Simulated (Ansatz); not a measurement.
YSi in the rock salt structure (space group Fm-3m, No. 225; a hypothetical phase, not in the database extracts checked)

YSi has the cubic space group Fm-3m (No. 225), the rock salt structure, Pearson symbol cF8. Conventional cell: a = b = c = 5.8151 Å, α = β = γ = 90.00°. Si on 4a is coordinated by 6 Y at 2.908 Å (octahedral). Y on 4b is surrounded by 6 Si at 2.908 Å (octahedral). (Neighbours: up to the widest gap in distance over summed covalent radii, below 1.35, at either atom; cation-cation and far metal-metal contacts left out.)
(The calculation used a cell of 2 atoms; values per cell refer to that cell.)

Computed with Ansatz (a program for electronic structure), PBE, PAW, cutoff 420 eV, spin-orbit coupling left out, earlier PAW set. Settings: 14×14×14 k-points, 0.05 eV Fermi–Dirac smearing.

| Item | Value |
|---|---|
| Volume per atom | 24.58 Å³ |
| Density | 3.95 g/cm³ |
| Band gap | zero |
| Total energy | -2242.729 eV/atom (σ→0; compares only within this code and set-up) |

Stability against distortions was not tested. The final runs are not spin-polarised. An odd electron count without spin: YSi. YSi has a high density of states at the Fermi level and may be magnetic at this level.
